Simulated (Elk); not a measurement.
A self-consistent single point of W (Im-3m, 1 atom in the cell) with Elk.

Computed with PBE, spin-orbit coupling in second variation, all-electron FP-LAPW, Elk's shipped species files, APW+lo basis with extra local orbitals (Elk 10.2.4).

```xyz
1
Lattice="-1.5852 1.5852 1.5852 1.5852 -1.5852 1.5852 1.5852 1.5852 -1.5852" Properties=species:S:1:pos:R:3 pbc="T T T"
W      0.0000     0.0000     0.0000
```

Reference input (self-consistent single point, DFT, PBE, all-electron FP-LAPW, Elk's shipped species files, APW+lo basis with extra local orbitals): xctype = 20; rgkmax = 7.5; swidth = 0.00499791 Ha; ngridk = 19 19 19; gmaxvr = 14 1/bohr; nxlo = 2; lorbcnd = true; rmtscf = 0.87; lmaxi = 2; maxscl = 100. This run's input differs from it in these lines:

```diff
@@ -5,2 +5,5 @@
   20
+
+spinorb
+  .true.
 
@@ -23,2 +26,5 @@
   2
+
+nempty
+  10
```

Log, with long lists cut:

```
│ Self-consistent loop started │
│ Loop number : 1 │
 total energy                :     -16165.3193945
 total moment                :   0.3833303669E-27  0.5383225033E-21  0.1428217040E-20
│ Loop number : 2 │
 total energy                :     -16165.5449834
 total moment                :  -0.6507417640E-24  0.3049687832E-21  0.8242308583E-21
RMS change in Kohn-Sham potential (target) :   0.1185825757     (  0.1000000000E-05)
Absolute change in total energy (target)   :   0.2255889068     (  0.1000000000E-03)
│ Loop number : 3 │
 total energy                :     -16165.8342447
   [... lines left out ...]
 total energy                :     -16166.2751000
 total moment                :  -0.3993329586E-22 -0.1749821714E-21  0.2173853900E-20
RMS change in Kohn-Sham potential (target) :   0.4655776739E-07 (  0.1000000000E-05)
Absolute change in total energy (target)   :   0.1474859455E-03 (  0.1000000000E-03)
│ Loop number : 15 │
 total energy                :     -16166.2751011
 total moment                :   0.7825713994E-22  0.5405803216E-21  0.7886114074E-21
RMS change in Kohn-Sham potential (target) :   0.2704657214E-07 (  0.1000000000E-05)
Absolute change in total energy (target)   :   0.3798736543E-04 (  0.1000000000E-03)
Convergence targets achieved

│ Loop number : 16 │

Energies :
 Fermi                       :     0.547051700922
 xc effective B-field        :    -0.548846939123E-08
 external B-field            :      0.00000000000
 total energy                :     -16166.2751060
 (external B-field energy excluded from total)

Density of states at Fermi energy :    11.04042454
 (states/Hartree/unit cell)

Estimated indirect band gap :   0.1088286253E-02
 from k-point    122 to k-point    178
Estimated direct band gap   :   0.1854847919E-01
 at k-point    118

Charges :
 core                        :    46.00000000
 valence                     :    28.00000000
 interstitial                :    2.182135402
 muffin-tins (core leakage)
  species :    1 (W)
   atom    1                 :    71.81786460     (  0.1657377915E-05)
   [... lines left out ...]

Moments :
 interstitial                :  -0.6426133861E-22  0.4822498558E-22 -0.1040156839E-21
 muffin-tins
  species :    1 (W)
   atom    1                 :    0.000000000     -0.1542289924E-20  0.2981269511E-20
 total in muffin-tins        :    0.000000000     -0.1542289924E-20  0.2981269511E-20
 total moment                :  -0.6426133861E-22 -0.1494064938E-20  0.2877253827E-20

│ Self-consistent loop stopped │
```

The run converged in 16 iterations. The count includes the last loop, which Elk runs after its targets are met. 

The starting cell comes from a database of computed structures (which also holds hypothetical and non-ambient phases and stackings), without a prior relaxation at this level. Values depend on the basis (sphere radii, cutoffs, local orbitals), which need not be converged. The log's line on a gap gives a spacing of levels on this mesh, which the program prints for metals too.

Cost on one core of a shared machine: roughly 90 s.
